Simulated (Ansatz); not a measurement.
An Ansatz (a first-principles code) input (PBEsol (Ansatz), without spin-orbit coupling):

Ansatz 0.2 input:
```yaml
crystal:
  lattice:
    - [3.1251369923, 0, 0]
    - [-1.5625684961, 2.7064480256, 0]
    - [0, 0, 7.3586694383]
  atoms:
    - { symbol: Ga, position: [0.5, 0.5, 0.1666666667] }
    - { symbol: Ga, position: [0.5, 0, 0.5] }
    - { symbol: Ga, position: [0, 0.5, 0.8333333333] }
    - { symbol: N, position: [0.5, 0.5, 0.6666666667] }
    - { symbol: N, position: [0.5, 0, 0] }
    - { symbol: N, position: [0, 0.5, 0.3333333333] }
basis: { ecutwfc: 420, ecutrho_ratio: 4, xc_grid: 2, fft_grid_basis: typed }
kpoints: { mp_grid: { grid: [12, 12, 5] } }
hamiltonian:
  xc: pbesol
  dispersion: none
  pseudopotentials: { kind: paw }
scf: { occupations: { method: fermi_dirac, width: 0.05 }, convergence: { dr2_threshold: 0.0000000006 } }
output: { forces: true, stress: true }
```

Which symmetry and how many k-points will the program report, and about how many plane waves at Γ?

Space group P6422 (ITA 181) with 12 operations, k-points 57 of 720, and 1201 plane waves at Γ.

Stability against distortions was not tested. The base started in P3_121 and relaxed to P6_422 at this level. The cell is GaN (space group P6_422, No. 181; a hypothetical phase, not in the database extracts checked).
